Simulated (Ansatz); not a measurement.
Al2Cu (I4/mcm, No. 140), treated with rVV10 in Ansatz (PAW).

Run with plane-wave cutoff 520 eV, 14×14×14 k mesh, Fermi–Dirac smearing 0.05 eV, no spin polarisation, scalar-relativistic PAW data made under PBE.

Computed at the level's own relaxed cell.

Q: Estimate the c axis length, bulk modulus B0, pressure derivative B′ of the bulk modulus, equilibrium volume per atom and lattice parameter a that the calculation returns.

A: 
* **c axis length**: 4.886 Å
* **bulk modulus B0**: 97.5 GPa
* **pressure derivative B′ of the bulk modulus**: 4.6
* **equilibrium volume per atom**: 14.97 Å³/atom
* **lattice parameter a**: 6.064 Å

The run finds no gap.

Note: the bulk modulus comes from volumes at which shape and atoms were relaxed.

Static lattice: no zero-point or thermal effects.

Ansatz is a program for electronic structure.
